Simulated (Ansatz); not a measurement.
Start from WC (space group P-6m2, No. 187; a = 2.899 Å, c = 2.827 Å; relaxed with 0.1 eV smearing).

Computed with PBEsol (Ansatz, an electronic-structure program, PAW, spin-orbit coupling left out).

Base values:

* **Pressure**: 0.0 GPa

Perturbation: an isotropic linear strain of −1.50 %, atoms relaxed at fixed cell.

Question: How does this affect the energy relative to the base?

Answer: The energy rises by 28 meV/atom.

Question: How does this affect the pressure?

Answer: The pressure (mean of the normal stresses, compression positive) goes from zero to 20.4 GPa.

Whether these cells are dynamically stable was not tested. The final runs are not spin-polarised.
